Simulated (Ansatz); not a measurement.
Consider SiC (space group P6_3mc, No. 186; a = 3.078 Å, c = 10.076 Å).

The values are results of Kohn–Sham DFT with the r2SCAN functional, run in Ansatz (a program for electronic structure) with PAW and 500 eV plane waves, no spin-orbit coupling, not measurements.

Base values:

```
Item                                  Value
---------------------  --------------------
Volume per atom                    10.33 Å³
Valence-band top at Γ  0.00, 0.00, -0.05 eV
Gap character               indirect, Γ → M
```

The change: hydrostatic tension (pressure −1 GPa).

Estimate the effect on the volume per atom.

The volume per atom goes up by 0.05 Å³, from 10.33 Å³ to 10.38 Å³.

Estimate the effect on the valence-band top at Γ.

The valence-band top at Γ (three highest levels, from the VBM) is still 0.00, 0.00, -0.05 eV.

How does this affect the gap character?

The gap character stays indirect, Γ → M.

Load acts through the strain it causes; cell and atoms are relaxed under it. Whether these cells are dynamically stable was not tested.
